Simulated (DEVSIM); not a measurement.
Device: abrupt InP n-p junction, at 300 K.

Layer 1 from the left is InP, thickness (μm) 0.140, Nd (cm⁻³) 4.9e16, τn (s) 3.8e-10, τp (s) 3.8e-10. Layer 2 from the left is InP, thickness (μm) 60.0, Na (cm⁻³) 5.1e16, τn (s) 3.8e-11, τp (s) 3.8e-10.

Left contact: ohmic. Right contact: ohmic. Voltage is applied to the left contact. Recombination: SRH at mid-gap. Mobility is constant in doping.

The device is made up for the run: typed textbook-type constants, with dimensions and the other settings drawn at random. Values at 300 K.

InP: gap (eV) 1.344, affinity (eV) 4.38, permittivity 12.5, Nc (cm⁻³) 5.7e17, Nv (cm⁻³) 1.1e19, μn (cm²/Vs) 5200, μp (cm²/Vs) 170.

Model (solved in DEVSIM): 1D drift-diffusion, Boltzmann statistics, complete ionisation; no tunnelling, impact ionisation, image-force lowering or self-heating.

**Question.** What does the simulation give for the dark forward voltage at 1 A/cm², the dark forward voltage at 100 A/cm², the potential step across the device at zero bias, the largest field in the device at zero bias?

**Answer.** dark forward voltage at 1 A/cm² 0.876 V; dark forward voltage at 100 A/cm² 1.432 V; potential step across the device at zero bias 1.142 V; largest field in the device at zero bias 89000 V/cm.
